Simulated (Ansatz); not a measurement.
End structure of a constructed model of the (110) surface of bcc W, a layer of Ta in place of the second plane (bottom of the slab: a bare face, its two planes held):

```yaml
crystal:
  lattice:
    - [2.75768, 0.00000, 0.00000]
    - [-0.91923, 2.59996, 0.00000]
    - [0.00000, 0.00000, 27.50000]
  atoms:
    - { symbol: W, position: [0.50000, 0.50000, 0.29356] }
    - { symbol: W, position: [0.00000, 0.00000, 0.37544] }
    - { symbol: W, position: [0.50000, 0.50000, 0.45741] }
    - { symbol: W, position: [0.00000, 0.00000, 0.53873] }
    - { symbol: Ta, position: [0.50000, 0.50000, 0.62373] }
    - { symbol: W, position: [0.00000, 0.00000, 0.70587] }
```

Slab: 6 atoms, 11.4 Å thick at the start with caps and adatoms (thin: gaps and levels are the slab's own); k 14x14x1, smearing 0.1 eV, dipole-corrected; 2 atoms held, the rest relaxed; symmetry of the start imposed; no spin, no spin-orbit, no U. It is one candidate, not shown to be the stable structure of the face.

Predict the work function of the top face from PBE run with Ansatz (an electronic-structure program).

4.84 eV
